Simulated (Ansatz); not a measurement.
# TiSi2, pressure series

Consider TiSi$_{2}$ (space group Fddd, No. 70; a = 4.779 Å, b = 8.230 Å, c = 8.521 Å).

Cell and atoms are relaxed at each pressure.

Level of theory: Ansatz (a program for electronic structure) r2SCAN, spin-orbit coupling left out.

| pressure (GPa) | volume per atom (Å³/atom) |
|---|---|
| -2 | 14.161 |
| -1 | 14.060 |
| 0 | 13.963 |
| 0.9 | ? |
| 2.1 | 13.771 |
| 4.5 | 13.567 |
| 9 | 13.224 |
| 15 | 12.828 |
| 30 | 12.043 |

Task: Fit the third-order Birch–Murnaghan form P(V) = (3B₀/2)[(V₀/V)^(7/3) − (V₀/V)^(5/3)]·[1 + (3/4)(B₀′ − 4)((V₀/V)^(2/3) − 1)] (squares taken in P) to the rows shown and predict the withheld row.

Result: Least squares on the printed values gives V₀ = 13.963 Å³/atom, B₀ = 147 GPa, B₀′ = 4.3; this predicts 13.879 Å³/atom, and the run gives 13.879 Å³/atom, in agreement.

Load acts through the strain it causes; cell and atoms are relaxed under it. Stability against distortions was not tested. Competing high-pressure phases were not computed. All final runs are without spin polarisation.
